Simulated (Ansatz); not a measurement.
End structure of a constructed model of the (111) surface of fcc Rh, (√3x√3)R30° layer of Sb, one a cell, in the other hollow (bottom of the slab: a bare face, its two planes held):

```
CELL_PARAMETERS angstrom
      4.06233     2.34539     0.00000
     -4.06233     2.34539     0.00000
      0.00000     0.00000    30.00000
ATOMIC_POSITIONS crystal
  Rh 0.00000 0.66667 0.27443
  Rh 0.33333 0.33333 0.27443
  Rh 0.66667 0.00000 0.27443
  Rh 0.00000 0.33333 0.34814
  Rh 0.33333 0.00000 0.34814
  Rh 0.66667 0.66667 0.34814
  Rh 0.00000 0.99996 0.42121
  Rh 0.33337 0.66670 0.42121
  Rh 0.66663 0.33333 0.42121
  Rh 0.00000 0.66609 0.49525
  Rh 0.33276 0.33333 0.49525
  Rh 0.66724 0.00057 0.49525
  Rh 0.00000 0.33333 0.56906
  Rh 0.33333 0.00000 0.56888
  Rh 0.66667 0.66667 0.56888
  Rh 0.00000 0.98903 0.64281
  Rh 0.34431 0.67764 0.64281
  Rh 0.65569 0.33333 0.64281
  Sb 0.00000 0.33333 0.71018
```

Model: 19-atom slab, 13.5 Å thick at the start, 9x9x1 mesh, Fermi-Dirac 0.1 eV, dipole correction, 6 atoms held, the rest relaxed; held to the start's symmetry, so lower structures may exist; no spin, no spin-orbit, no U. In PBE it lies 0.01 eV a 1x1 cell over the lowest computed structure of the same composition ((√3x√3)R30° layer of Sb, one a cell, on the site that continues the host's stacking).

Q: What is the computed work function of the top face (PBE in Ansatz, a program for electronic structure)?

A: 4.34 eV
